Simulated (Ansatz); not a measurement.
```xyz
12
Lattice="2.2507 0.0000 0.0000 -1.1254 1.9492 0.0000 0.0000 0.0000 21.5823" Properties=species:S:1:pos:R:3 pbc="T T T"
Be     0.0000     0.0000    -0.0153
Be     0.0000     2.5989     1.7826
Be     0.0000     1.2995     3.6130
Be     0.0000     0.0000     5.4109
Be     0.0000     1.2995     7.1788
Be     0.0000     0.0000     8.9766
Be     0.0000     2.5989    10.8071
Be     0.0000     1.2995    12.6050
Be     0.0000     2.5989    14.3728
Be     0.0000     1.2995    16.1707
Be     0.0000     0.0000    18.0012
Be     0.0000     2.5989    19.7991
```

These are PBE (plane waves to 420 eV, PAW; Ansatz, a quantum-chemistry and plane-wave program) values and carry that method's errors. Scalar-relativistic, without spin–orbit coupling. Its k-point mesh 27×27×4, Fermi–Dirac width 0.1 eV.

### Question
Which polytype is this, and how does it compare with the cubic form?

### Answer
Be 12R (hcch), stacking ACBABACBCBAC, hexagonality 50 %, space group R-3m (a stacking that need not occur in nature); -47 meV/atom against 3C, layer spacing over a = 0.7991 (ideal 0.8165).
